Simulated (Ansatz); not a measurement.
The reference is TiN in the rock salt structure (space group Fm-3m, No. 225; a = 4.233 Å; relaxed with 0.1 eV smearing). Axes: x, y, z lie along the cube axes.

Computed with Ansatz (a quantum-chemistry and plane-wave program) r2SCAN, scalar-relativistic without spin-orbit coupling.

The change: biaxial strain −4.81 %, plane normal [001], relaxed out of plane (Cartesian); in-plane vectors clamped, the third vector and the atoms free.

Question: What happens to the out-of-plane strain and energy relative to the base?

Answer: The out-of-plane strain comes out as +2.24 %; the energy grows by 115 meV/atom.

No phonon test of stability was made. All final runs are without spin polarisation. An odd electron count without spin: TiN.
